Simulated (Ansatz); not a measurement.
Start from TlBr in the CsCl type structure (space group Pm-3m, No. 221; a = 3.9145 Å). Axes: x, y, z lie along the cube axes.

Computed with Ansatz (an electronic-structure program), PBEsol, PAW, cutoff 420 eV, scalar-relativistic without spin-orbit coupling, earlier PAW set.

For the base:

The band gap comes out as 1.59 eV and the smallest direct gap is 1.59 eV.

The change: a free-standing slab of 3 layers (6 atoms, 2 a layer) is cut normal to [110], with 15 Å of vacuum and the in-plane cell held at bulk.

### Question
What happens to the band gap, gap character and smallest direct gap?

### Answer
The band gap increases by 0.12 eV (1.59 eV → 1.71 eV); the gap character comes out as indirect, Y → X; the smallest direct gap goes up by 0.27 eV, from 1.59 eV to 1.86 eV.

With Tl present, leaving out spin-orbit coupling can change the band edges. Whether these cells are dynamically stable was not tested. k-point labels follow each cell's own Brillouin zone.
